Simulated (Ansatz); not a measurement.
C: element substitutions

Base system: C in the diamond structure (space group Fd-3m, No. 227).

```
CELL_PARAMETERS angstrom
      0.00000     1.78014     1.78014
      1.78014     0.00000     1.78014
      1.78014     1.78014     0.00000
ATOMIC_POSITIONS crystal
  C  0.50000 0.50000 0.50000
  C  0.75000 0.75000 0.75000
```

Each row replaces one element on all its sites; cell and atoms are relaxed.

All numbers come from DFT with r2SCAN, PAW potentials and a 500 eV plane-wave cutoff in Ansatz (a first-principles code), no spin-orbit coupling.

| variant | band gap | shortest interatomic distance |
|---|---|---|
| base | 4.36 eV | 1.542 Å |
| C → Ru | zero | 2.344 Å |
| C → Se | zero | ___ |
| C → Si | 0.78 eV | 2.357 Å |
| C → B | zero | 1.755 Å |

Some entries are withheld; estimate them.


- C → Se, shortest interatomic distance: 2.723 Å

Whether these cells are dynamically stable was not tested. As relaxed here, Ru, Se and B are hypothetical phases, not in the database extracts checked. All final runs are without spin polarisation.
